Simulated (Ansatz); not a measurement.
An input for Ansatz (LDA) and the part of its output that reports the quasi-harmonic study. Lengths are of the primitive cell. 

Ansatz 0.2 input:
```yaml
crystal:
  lattice:
    - [-2.3794881563, 2.3794881563, 2.3794881563]
    - [2.3794881563, -2.3794881563, 2.3794881563]
    - [2.3794881563, 2.3794881563, -2.3794881563]
  atoms:
    - { symbol: Ba, position: [0.0, 0.0, 0.0] }
kpoints:
  mp_grid: { grid: [12, 12, 12] }
hamiltonian:
  xc: lda
  pseudopotentials: { kind: paw }
scf:
  occupations: { method: methfessel_paxton, width: 0.15 }
phonons:
  method: dfpt
  qmesh: [4, 4, 4]
  temperatures: { t_max: 1000, t_step: 25 }
  thermal_expansion: {}
checkpoint:
  write: run
```

```
--- Thermal expansion: 11 cells in 3 rounds, 0 GPa ---
  no lower state was reached at cell 4; its state was not examined: fill_not_monotonic
  without vibrations: a 4.11440, b 4.11440, c 4.11440 Å, V 53.6166 Å³, B 10.44 GPa
  at 0 K: a 4.11685, b 4.11685, c 4.11685 Å, V 53.7122 Å³, B 10.35 GPa
  zero-point expansion: a +0.059, b +0.059, c +0.059, V +0.178 %
      T/K        a/Å        b/Å        c/Å       V/Å³ | expansion of a, b, c, V (1e-6/K)   | that of V in the mean from 25 °C | C_P, C_V (J/mol K of the cell) | B_T, B_S (GPa)
     0.00    4.11685    4.11685    4.11685    53.7122 |    0.00    0.00    0.00    0.00 |   42.19 |     0.000     0.000 |    10.35    10.35
   100.00    4.12111    4.12111    4.12111    53.8793 |   14.89   14.89   14.89   44.67 |   47.97 |    23.997    23.932 |    10.15    10.18
   200.00    4.12755    4.12755    4.12755    54.1322 |   16.14   16.14   16.14   48.41 |   49.49 |    25.316    25.165 |     9.88     9.94
   298.15    4.13426    4.13426    4.13426    54.3964 |   16.92   16.92   16.92   50.76 |       - |    25.866    25.624 |     9.62     9.71
   375.00    4.13973    4.13973    4.13973    54.6127 |   17.51   17.51   17.51   52.53 |   51.74 |    26.228    25.908 |     9.43     9.54
   475.00    4.14715    4.14715    4.14715    54.9068 |   18.30   18.30   18.30   54.89 |   53.05 |    26.688    26.254 |     9.17     9.32
   575.00    4.15491    4.15491    4.15491    55.2158 |   19.12   19.12   19.12   57.37 |   54.41 |    27.150    26.588 |     8.93     9.11
   675.00    4.16304    4.16304    4.16304    55.5406 |   19.99   19.99   19.99   59.96 |   55.82 |    27.627    26.921 |     8.69     8.92
   775.00    4.17156    4.17156    4.17156    55.8821 |   20.89   20.89   20.89   62.66 |   57.28 |    28.138    27.272 |     8.46     8.73
  the static fit leaves 0.001 meV an atom of the energies and, of the stresses, 0.000 GPa of each cell's largest along a strain (root mean squares over the cells), whose Pulay part it has at -0.000 GPa
  vibrations' free energy: its fit leaves 0.0007 meV an atom at the most
  the electrons' free energy at temperature is in it; its fit leaves 0.0014 meV an atom at the most
  free energies summed between the sampled wave vectors
  estimated error of the fitted expansion in any direction: up to 0.132e-6/K, at 1000 K (an estimate, not a bound: it was exceeded on models of known expansion)
  by sums over the sampled wave vectors an expansion of the volume parts by up to 2.13e-6/K
  by a static energy of one degree less an expansion of the volume parts by up to 0.03e-6/K
  the FFT grids of the static calculations differ: 30 × 30 × 30, 32 × 32 × 32
```

Warnings of the run: thermal_expansion_settings.

Cost: about 60 core-minutes (a rough figure).

Whether this phase is the stable one at each condition was not tested.

Ansatz is a first-principles code.
